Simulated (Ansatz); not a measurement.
This Ansatz (an electronic-structure program) input is the reference run, SnTe in the rock salt structure (space group Fm-3m, No. 225), computed with Kohn–Sham DFT with the PBEsol functional, run in Ansatz with PAW and 420 eV plane waves, no spin-orbit coupling:

Ansatz 0.2 input:
```yaml
crystal:
  lattice:
    - [0, 3.1445591269, 3.1445591269]
    - [3.1445591269, 0, 3.1445591269]
    - [3.1445591269, 3.1445591269, 0]
  atoms:
    - { symbol: Sn, position: [0, 0, 0] }
    - { symbol: Te, position: [0.5, 0.5, 0.5] }
basis: { ecutwfc: 420, ecutrho_ratio: 4, xc_grid: 2, fft_grid_basis: typed }
kpoints: { mp_grid: { grid: [13, 13, 13] } }
hamiltonian:
  xc: pbesol
  dispersion: none
  pseudopotentials: { kind: paw }
scf: { occupations: { method: fermi_dirac, width: 0.05 }, convergence: { dr2_threshold: 0.0000000002 } }
output: { forces: true, stress: true }
checkpoint: { write: state.ck, write_every: 1000 }
```

Q: Write the input for this change: the cell is compressed by 1.50 % along z with no lateral relaxation, atoms relaxed at fixed cell.

A: 
Ansatz 0.2 input:
```yaml
crystal:
  lattice:
    - [0, 3.1445591269, 3.09739074]
    - [3.1445591269, 0, 3.09739074]
    - [3.1445591269, 3.1445591269, 0]
  atoms:
    - { symbol: Sn, position: [0, 0, 0] }
    - { symbol: Te, position: [0.5, 0.5, 0.5] }
basis: { ecutwfc: 420, ecutrho_ratio: 4, xc_grid: 2, fft_grid_basis: typed }
kpoints: { mp_grid: { grid: [13, 13, 13] } }
hamiltonian:
  xc: pbesol
  dispersion: none
  pseudopotentials: { kind: paw }
scf: { occupations: { method: fermi_dirac, width: 0.05 }, convergence: { dr2_threshold: 0.0000000002 } }
relax: { f_tol: 0.005, max_steps: 50 }
output: { forces: true, stress: true }
checkpoint: { write: state.ck, write_every: 1000 }
```
This is the input that was run.

The cells carry an imposed strain or load. No phonon test of stability was made.
